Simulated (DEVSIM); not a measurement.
Device: n-channel Ge planar bulk MOSFET with SiO2, at 300 K.

```yaml
gate_length: 40 nm
source_drain_length: 32 nm
dielectric_thickness: 1.1 nm
lateral_straggle: 2.3 nm
underlap: 6 nm
junction_depth: 19.1 nm
substrate_depth: 151 nm
gate_work_function: 4.09 eV
source_and_drain_doping: 8.3e19 cm⁻³, Gaussian tails under the gate
body_doping: 2e18 cm⁻³
lifetime: 1e-7 s
supply: 0.6 V
```

All mobilities are scaled by 0.5; velocity saturation, μ/(1 + (μE/vsat)^b)^(1/b) with b = 2 for electrons and 1 for holes and E the electric field along each mesh edge, is on. Mobility is constant in doping.

This is a model device: material constants are rounded textbook-type values typed into the input, and sizes, dopings and lifetimes were drawn at random. Values at 300 K.

Ge: gap (eV) 0.664, affinity (eV) 4, permittivity 16, Nc (cm⁻³) 1.04e19, Nv (cm⁻³) 6e18, μn (cm²/Vs) 3900, μp (cm²/Vs) 1900, vsat,n (cm/s) 6.5e6, vsat,p (cm/s) 6e6. SiO2: gap (eV) 9, affinity (eV) 0.9, permittivity 3.9.

DEVSIM, 2D drift-diffusion, Boltzmann statistics, complete ionisation; no quantum confinement, tunnelling, impact ionisation, self-heating, contact resistance or fringe fields beside the gate. Metal contacts follow the ideal Schottky-Mott rule: no Fermi-level pinning, no interface dipoles.

Transfer curves, |Id| in μA/μm:

```csv
Vg (V),Vd = 0.05 V,Vd = 0.6 V
-0.18,2.683e-5,7.006e-5
-0.15,6.258e-5,0.0001642
-0.12,0.0001475,0.0003879
-0.09,0.0003502,0.0009228
-0.06,0.0008369,0.002207
-0.03,0.002010,0.005304
0,0.004849,0.01279
0.03,0.01174,0.03094
0.06,0.02848,0.07500
0.09,0.06923,0.1819
0.12,0.1683,0.4408
0.15,0.4083,1.063
0.18,0.9837,2.529
0.21,2.333,5.852
0.24,5.339,12.77
0.27,11.45,25.33
0.3,22.15,44.69
0.33,38.07,70.57
0.36,59.11,101.6
0.39,82.42,135.3
0.42,107.1,173.1
0.45,132.5,213.2
0.48,156.0,252.7
0.51,176.5,294.2
0.54,195.6,337.7
0.57,213.7,381.3
0.6,226.1,424.0
```

### Question
Work out the subthreshold swing at low drain bias from the rows at 0.09 and 0.12 V, and compare it with the thermal limit.

### Answer
log10(0.1683/0.06923) = 0.386 over 30.0 mV, so S = 77.8 mV/decade. The limit kT/q ln 10 is 59.5 mV/decade; the ratio is 1.31. This is the steepest step of the table.

### Question
Find both thresholds at the constant current 0.1 μA × (1 μm/L) a micrometre, and the DIBL.

### Answer
The current is 2.50 μA/μm. Interpolating ln Id gives 0.213 V and 0.180 V; their difference over the 0.55 V of drain bias is 60 mV/V.

Source and drain are degenerate, where Boltzmann statistics are only rough. The electric field that drives the saturation includes the junctions' built-in field, which lowers the mobility there even at small currents: subthreshold currents come out too low, a known weakness of this choice.
